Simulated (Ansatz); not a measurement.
Take Nb in the bcc (W type) structure (space group Im-3m, No. 229) as the base.

```
Nb
1.0
   -1.65135     1.65135     1.65135
    1.65135    -1.65135     1.65135
    1.65135     1.65135    -1.65135
Nb
1
Direct
  0.00000   0.00000   0.00000
```

Cartesian axes are those of the cell as printed.

Level of theory: Ansatz (a program for electronic structure) r2SCAN, without spin-orbit coupling.

For the base:

The shortest interatomic distance comes out as 286.0 pm and the band gap comes out as zero.

One thing is altered: a free-standing slab of 4 layers (4 atoms, 1 a layer) is cut normal to [110], with 15 Å of vacuum and the in-plane cell held at bulk.

**Question.** What happens to the excess energy per area of both faces, change of the spacing d12 from its bulk value of 2.335 Å, shortest interatomic distance, change of the spacing d23 from its bulk value of 2.335 Å and band gap?

**Answer.** The excess energy per area of both faces (slab less bulk energy over the cell's area: twice a surface energy) amounts to 4.4 J/m² (uncertain by up to 0.08 J/m²); the change of the spacing d12 from its bulk value of 2.335 Å amounts to -5.2 %; the shortest interatomic distance shrinks by 9.8 pm (286.0 pm → 276.2 pm); the change of the spacing d23 from its bulk value of 2.335 Å comes out as +0.8 %; the band gap is still zero.

The excess energy carries the mismatch between the slab's and the bulk's meshes. Stability against distortions was not tested. The final runs are not spin-polarised.
